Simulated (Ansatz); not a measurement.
**A constructed model of the (100) surface of fcc Cu, a layer of Mo in place of the second plane (bottom of the slab: a bare face, its two planes held)**

Computed with PBE (plane waves to 420 eV, PAW; Ansatz, a first-principles code).

Model: 6-atom slab, 9.3 Å thick at the start (thin: gaps and levels are the slab's own), 15x15x1 mesh, Fermi-Dirac 0.1 eV, dipole correction, 2 atoms held, the rest relaxed; symmetry of the start imposed; no spin, no spin-orbit, no U. It is one candidate, not shown to be the stable structure of the face.

* **work function of the top face**: 4.21 eV
* **energy released by relaxation**: 0.058 eV
* **cost**: roughly 3 core-minutes
